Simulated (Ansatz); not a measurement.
The parent structure is Cd in the hcp (Mg type) structure (space group P6_3/mmc, No. 194; a = 3.0159 Å, c = 5.8216 Å).

All numbers come from PBE, PAW, 420 eV (Ansatz, a first-principles code; without spin-orbit coupling), earlier PAW set.

Before the change:

```
Quantity                Value
-------------------  --------
Lattice parameter a  301.6 pm
Band gap                 zero
```

It is then changed as follows: cell and atoms relaxed at a pressure of 10 GPa.

Task: What does the calculation give for the lattice parameter a and band gap after the change?

Result: The lattice parameter a falls by 8.2 pm, from 301.6 pm to 293.4 pm; the band gap remains zero.

Load acts through the strain it causes; cell and atoms are relaxed under it. Stability against distortions was not tested. Competing high-pressure phases were not computed.
